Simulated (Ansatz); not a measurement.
# BP (model structure, started from the GeS type, Pnma, No. 62, 8 atoms in the cell): smallest direct gap on the k points sampled by level of theory

No measured value is used here.

```csv
level (code),value (eV),cell (Å³/atom)
LDA (Ansatz),1.05,13.20
PBE (Ansatz),1.13,13.72
PBE-D3(BJ) (Ansatz),1.17,13.37
HSE06 (Ansatz),1.93,13.37
```

At these levels the smallest gap is indirect and lower: LDA 0.62, PBE 0.69, PBE-D3(BJ) 0.68, HSE06 1.39 eV. Computed values are for a static lattice.  Values are at the level's own equilibrium cell; HSE06 at the PBE-D3(BJ) cell. Cutoffs and k meshes differ between the levels. Ansatz's density-functional and Hartree–Fock values are scalar-relativistic unless marked +SOC, with PAW data made under PBE.

A model structure was made by putting elements into a prototype or built by hand; it is no filed structure, need not be a known phase, and can be a saddle point held by its symmetry.

Ansatz is a program for electronic structure.
